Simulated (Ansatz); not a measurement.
System: OsIr (model structure, started from the CsCl type, Pm-3m, No. 221, 2 atoms in the cell). Method: LDA (Ansatz, an electronic-structure program, PAW).

Settings: plane-wave cutoff 520 eV, 18×18×18 k mesh, Fermi–Dirac smearing 0.05 eV, no spin polarisation, scalar-relativistic PAW data made under PBE.

Cell (relaxed at this level):

```xyz
2
Lattice="3.0545 0.0000 0.0000 0.0000 3.0545 0.0000 0.0000 0.0000 3.0545" Properties=species:S:1:pos:R:3 pbc="T T T"
Os     0.0000     0.0000     0.0000
Ir     1.5272     1.5272     1.5272
```

Task: Predict the bulk modulus B0.

Result: 
- bulk modulus B0 = 380 GPa

Note: the run has no spin polarisation, so it can have missed a magnetic state; the bulk modulus is −V dP/dV from two relaxed cells at ±2 % in volume; the relaxation could raise the start's symmetry but not lower it, so the cell can be a saddle point.

Spin–orbit coupling is not included.

Static lattice: no zero-point or thermal effects.

Cost on a shared machine: very roughly 50 core-seconds.

A model structure was made by putting elements into a prototype or built by hand; it is no filed structure, need not be a known phase, and can be a saddle point held by its symmetry.
